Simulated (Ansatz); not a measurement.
# Response to strain in PbTe

Take PbTe in the rock salt structure (space group Fm-3m, No. 225; a = 6.442 Å) as the base. Axes: x, y, z lie along the cube axes.

Strains are applied to the cell and any free atomic positions relax; under biaxial strain the out-of-plane vector relaxes too.

Method: plane-wave PAW DFT at the PBEsol level (Ansatz, a program for electronic structure, 420 eV), spin-orbit coupling left out.

Notes on the quantities. pressure: mean of the normal stresses, compression positive; energy relative to the base: free energy F.

| variant | pressure | energy relative to the base | out-of-plane strain |
|---|---|---|---|
| base | 0.01 GPa | 0 meV/atom | – |
| biaxial strain −2.50 %, plane normal [111], relaxed out of plane | 1.10 GPa | ___ | +2.73 % |
| biaxial strain −1.67 %, plane normal [111], relaxed out of plane | 0.72 GPa | +3.7 meV/atom | +1.82 % |
| biaxial strain −0.83 %, plane normal [111], relaxed out of plane | ___ | +0.9 meV/atom | +0.91 % |
| biaxial strain −0.42 %, plane normal [111], relaxed out of plane | 0.17 GPa | +0.2 meV/atom | +0.47 % |
| biaxial strain +0.42 %, plane normal [111], relaxed out of plane | -0.17 GPa | +0.2 meV/atom | -0.44 % |
| biaxial strain +1.25 %, plane normal [111], relaxed out of plane | -0.50 GPa | +2.0 meV/atom | -1.34 % |
| biaxial strain +1.67 %, plane normal [111], relaxed out of plane | -0.66 GPa | +3.5 meV/atom | -1.79 % |
| biaxial strain +2.08 %, plane normal [111], relaxed out of plane | -0.81 GPa | +5.3 meV/atom | -2.24 % |
| biaxial strain +2.50 %, plane normal [111], relaxed out of plane | -0.96 GPa | +7.7 meV/atom | -2.70 % |

Question: What belongs in the blanks?

Answer: 
- biaxial strain −2.50 %, plane normal [111], relaxed out of plane, energy relative to the base: +8.5 meV/atom
- biaxial strain −0.83 %, plane normal [111], relaxed out of plane, pressure: 0.35 GPa

Whether these cells are dynamically stable was not tested.
